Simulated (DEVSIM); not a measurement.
abrupt Ge p-n junction

Structure: abrupt Ge p-n junction, at 300 K.

```csv
layer (left to right),material,thickness (μm),Nd (cm⁻³),Na (cm⁻³),τn (s),τp (s)
1,Ge,3.10,-,1.9e17,1.5e-6,1.5e-6
2,Ge,0.490,2.2e14,-,1.5e-6,1.5e-6
```

Left contact: ohmic. Right contact: ohmic. Voltage is applied to the left contact. Recombination: SRH at mid-gap, radiative. Mobility is μmin + (μ − μmin)/(1 + (N/Nref)^α).

The device is made up for the run: typed textbook-type constants, with dimensions and the other settings drawn at random. Values at 300 K.

```csv
parameter,Ge
gap (eV),0.664
affinity (eV),4
permittivity,16
Nc (cm⁻³),1.04e19
Nv (cm⁻³),6e18
μn (cm²/Vs),3900
μp (cm²/Vs),1900
"μn,min",150
"μp,min",100
"Nref,n",2.6e17
"Nref,p",4e17
αn,0.56
αp,0.6
B (cm³/s),6.4e-14
```

Simulated with DEVSIM: 1D drift-diffusion, Boltzmann statistics, complete ionisation; no tunnelling, impact ionisation, image-force lowering or self-heating.

The potential step across the device at zero bias is 0.297 V, the largest field in the device at zero bias is 21000 V/cm and the dark forward voltage at 100 A/cm² comes out as 0.129 V.

Dark forward current:

| V (V) | J (A/cm²) |
|---|---|
| 0.05 | 10 |
| 0.10 | 50 |
| 0.15 | 170 |
| 0.20 | 450 |
| 0.25 | 1000 |
| 0.30 | 2100 |
